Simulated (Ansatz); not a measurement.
Amorphous Si₂₀B₁₀N₃₀Hf, 61 atoms at 2.70 g/cm³, one PBE-relaxed geometry, zone centre. Methods: PBE, scalar-relativistic without spin-orbit coupling (Ansatz, an electronic-structure program); r2SCAN, scalar-relativistic without spin-orbit coupling (Ansatz); HSE06, scalar-relativistic without spin-orbit coupling (Ansatz). Plane waves to 420 eV (r2SCAN 500 eV); exact exchange is cut at the cell's faces. The usual formal charges leave 24 electrons over, so the level spacing at the Fermi energy parts defect or band states and needn't be the band gap. The higher rungs were started with moments on some atoms, which died out.

Preparation: random packing, a CHGNet melt and quench, and a DFT relaxation. N atoms were pushed apart under 1.9 Å during the dynamics, to hinder bonds among them. The hot cell started wider than the set density and was brought back towards it in steps. It is the lowest in DFT energy of 2 quenches. It is a model cell: composition and starting density were chosen by hand, and all elements were melted together. No dispersion term was used. Its density started from a set value of 2.70 and ended at 2.70 g/cm³. The quench (nominally 760 K/ps over its main leg) was far faster than any real one, so the model tends to hold more defects than a real film. One small periodic cell is one sample of the glass; other quenches scatter about these values. The volume was held where the preparation left it and the shape relaxed, at a PBE pressure of 1.3 GPa. Stress components on the final sampling reach 1.3 GPa. On a 2×2×2 Γ-centred mesh force components of up to 0.29 eV/Å stay, since the relaxation ran on the zone centre alone.

The relaxation ran on the zone centre alone. At PBE the level spacing at the Fermi energy is 0.58 eV on a 2×2×2 Γ-centred mesh, and the spacing at the zone centre alone 0.65 eV.

### Question
What zone-centre spacing does r2SCAN give, roughly?

### Answer
0.73 eV (+0.08 eV against PBE).

### Question
What zone-centre spacing does HSE06 give, roughly?

### Answer
1.25 eV (+0.60 eV against PBE).

The highest filled and the lowest empty state spread over these numbers of atoms (participation numbers): PBE: 14.3 and 12.0; r2SCAN: 13.3 and 11.5; HSE06: 12.9 and 10.7.
